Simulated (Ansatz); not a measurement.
MoS₂ (P6_3/mmc): band-edge transport data

Here is the system:

```xyz
6
Lattice="3.1090 0.0000 0.0000 -1.5545 2.6924 0.0000 0.0000 0.0000 11.7080" Properties=species:S:1:pos:R:3 pbc="T T T"
Mo     1.5545     0.8975     2.9270
Mo     0.0000     1.7950     8.7810
S      1.5545     0.8975     7.2178
S      0.0000     1.7950     4.4903
S      0.0000     1.7950     1.3638
S      1.5545     0.8975    10.3443
```

Method: PBEsol+D3BJ, rigid bands (plane waves, PAW, scalar-relativistic; Ansatz, a quantum-chemistry and plane-wave program). How the cell was made: cell and atoms relaxed with PBEsol+d3bj.

The band gap is 0.52 eV and the electron conductivity mass (300 K, dilute) is 0.56 (x), 0.56 (y), 0.46 (z) mₑ. The effective density of states N_c (300 K) is 5.7e19 cm⁻³ and the density-of-states mass, electrons comes out as 1.73 mₑ. The Seebeck coefficient, n-type 1e19 cm⁻³, 300 K is -364 μV/K. The best n-type power factor at 300 K for τ = 10 fs (best axis; densities from 1e16 to 1e21 cm⁻³ tried, whether or not they can be reached) is 19.1 μW/(cm·K²) at 3e20 cm⁻³.

Rigid bands; masses and Seebeck coefficients take one relaxation time τ for all states and one kind of carrier; polarons and phonon drag are left out. Spin-orbit coupling is left out. Geometry: cell and atoms relaxed with PBEsol+D3(BJ).
